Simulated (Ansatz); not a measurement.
## ZnS: pressure series

The parent structure is ZnS in the wurtzite structure (space group P6_3mc, No. 186; a = 3.738 Å, c = 6.143 Å).

Cell and atoms are relaxed at each pressure.

The values are results of plane-wave PAW DFT at the LDA level (Ansatz, a quantum-chemistry and plane-wave program, 420 eV), scalar-relativistic without spin-orbit coupling, not measurements.

Computed cases, in order: pressure −2 GPa; pressure −1 GPa; 0 GPa (base); pressure 0.9 GPa; pressure 2.1 GPa; pressure 4.5 GPa; pressure 9 GPa; pressure 15 GPa; pressure 22.5 GPa; pressure 30 GPa.

Question: Between which two neighbouring cases does the gap turn between direct and indirect?

Answer: Between pressure 15 GPa (2.78 eV, direct at Γ) and pressure 22.5 GPa (2.93 eV, indirect, Γ → L–M (33 % along)). The whole series: pressure −2 GPa: 2.08 eV, direct at Γ; pressure −1 GPa: 2.14 eV, direct at Γ; 0 GPa (base): 2.19 eV, direct at Γ; pressure 0.9 GPa: 2.24 eV, direct at Γ; pressure 2.1 GPa: 2.30 eV, direct at Γ; pressure 4.5 GPa: 2.41 eV, direct at Γ; pressure 9 GPa: 2.58 eV, direct at Γ; pressure 15 GPa: 2.78 eV, direct at Γ; pressure 22.5 GPa: 2.93 eV, indirect, Γ → L–M (33 % along); pressure 30 GPa: 2.81 eV, indirect, Γ → K.

Load acts through the strain it causes; cell and atoms are relaxed under it. Whether these cells are dynamically stable was not tested. Tetrahedral semiconductors of this kind turn to denser phases somewhere between about 1 and 50 GPa; those were not computed, so compressed cells here can lie past the real transition.
